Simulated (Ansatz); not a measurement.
# Mo2C, response to strain

Start from Mo2C (space group Pbcn, No. 60; a = 4.7050 Å, b = 6.0100 Å, c = 5.1764 Å). Axes: x, y, z lie along a, b, c of the conventional cell.

Strains are applied to the cell and any free atomic positions relax; under biaxial strain the out-of-plane vector relaxes too.

Method: PBEsol/PAW in Ansatz (a quantum-chemistry and plane-wave program), no spin-orbit coupling.

Notes on the quantities. pressure: mean of the normal stresses, compression positive.

```tsv
variant	volume per atom	pressure
base	12.20 Å³	0.0 GPa
biaxial strain +1.26 %, plane normal [001], relaxed out of plane	12.38 Å³	-4.5 GPa
isotropic strain −2.00 %	11.48 Å³	21.8 GPa
isotropic strain +4.72 %	14.01 Å³	-30.7 GPa
```

Without a gap, meshes like the base's 8×6×7 leave anisotropic stresses uncertain by several tenths of a GPa, and small strain energies with them. Whether these cells are dynamically stable was not tested. The final runs are not spin-polarised.
